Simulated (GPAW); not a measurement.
GPAW is run on CoAl (Pm-3m, 2 atoms in the cell), and the run fails. The aim is a self-consistent single point with DFT PBEsol, LCAO dzp, GPAW PAW datasets PBEsol (made by gpaw-setup).

This input was run:

```python
from ase import Atoms
from gpaw import GPAW

atoms = Atoms(['Al', 'Co'],
              cell=[[2.901756, 0.000000, 0.000000],
                    [0.000000, 2.901756, 0.000000],
                    [0.000000, 0.000000, 2.901756]],
              scaled_positions=[[0.500000, 0.500000, 0.500000]],
              pbc=True)

calc = GPAW(mode='lcao',
            h=0.18,
            basis='dzp',
            xc='PBEsol',
            kpts=(9, 9, 9),
            occupations={'name': 'methfessel-paxton', 'width': 0.05, 'order': 1},
            convergence={'forces': 0.001},
            symmetry={'symmorphic': False, 'tolerance': 0.0005},
            maxiter=100)

atoms.calc = calc

energy = atoms.get_potential_energy()
print('Energy (eV):', round(energy, 6))
forces = atoms.get_forces()
print('Forces (eV/Ang):')
print(forces.round(5))
```

Output (repeated stretches shortened):

```
Traceback (most recent call last):
   [... frames left out ...]
ValueError: Array "positions" has wrong length: 1 != 2.
```

Problem. Read the log: what does the program object to, and what is the fix?

Solution. The fault is an atom count that does not match the list of atoms (one position left out); here the program stops on it instead of giving results. To fix it, make the count match the list. The program stopped before any SCF iteration.

The sound input it was made from differs as follows (other fixes are possible):
```diff
-              scaled_positions=[[0.500000, 0.500000, 0.500000]],
+              scaled_positions=[[0.500000, 0.500000, 0.500000],
+                                [0.000000, 0.000000, 0.000000]],
```

With that input, the run converged in 10 iterations: free energy E − TS (from the program's reference atoms) -13.7640 eV; Fermi level (on the code's own zero) 9.45 eV (DFT PBEsol, LCAO dzp, GPAW PAW datasets PBEsol (made by gpaw-setup)).

On the sound input: the starting cell has typed, rounded lattice constants, without a prior relaxation at this level. Its lattice was rescaled by a random factor within 2.5 % of one. Spin polarisation is off. Values carry the incompleteness of an atom-centred basis.
